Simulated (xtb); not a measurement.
xtb 6.7.1, GFN2-xTB: pentafluoroethane triplet (FC(F)C(F)(F)F), charge 0, multiplicity 3, 8 atoms. The geometry is a generated start, not checked to be a minimum at this level.

```yaml
run_flags: --grad
method: GFN2-xTB
"--acc": 1 (default)
"--etemp (K)": 300 (default)
basis_functions: 29
valence_electrons: 44
```

```xyz
8

F      1.1095    -1.1940     0.6757
C      0.7822    -0.1148    -0.0508
F      1.4109     0.9449     0.4765
C     -0.7502     0.1058     0.0020
F     -1.2016     0.2839     1.2346
F     -1.0828     1.1772    -0.7214
F     -1.3819    -0.9438    -0.5253
H      1.1139    -0.2591    -1.0913
```

Charge 0 and multiplicity 3 are set for this test and not shown to be the ground state. GFN-xTB has no spin term: --uhf 2 sets the occupations alone.

One run each on 1 thread. Values of broydamp tried: 0.02, 0.05, 0.1, 0.2, 0.4 (default), 0.6, 0.8, 1.

Question: Which value of broydamp needs the fewest SCC iterations, and what happens away from it?

Answer: Fewest SCC iterations, within one of each other: 0.2 with 11, 0.4 (default) with 10, 0.6 with 11. The count rises to 16 at 0.02. All converge to one solution.

```json
[
 {"broydamp": "0.02", "SCC iterations": "16", "end": "same solution"},
 {"broydamp": "0.05", "SCC iterations": "15", "end": "same solution"},
 {"broydamp": "0.1", "SCC iterations": "13", "end": "same solution"},
 {"broydamp": "0.2", "SCC iterations": "11", "end": "same solution"},
 {"broydamp": "0.4 (default)", "SCC iterations": "10", "end": "same solution"},
 {"broydamp": "0.6", "SCC iterations": "11", "end": "same solution"},
 {"broydamp": "0.8", "SCC iterations": "13", "end": "same solution"},
 {"broydamp": "1", "SCC iterations": "14", "end": "same solution"}
]
```
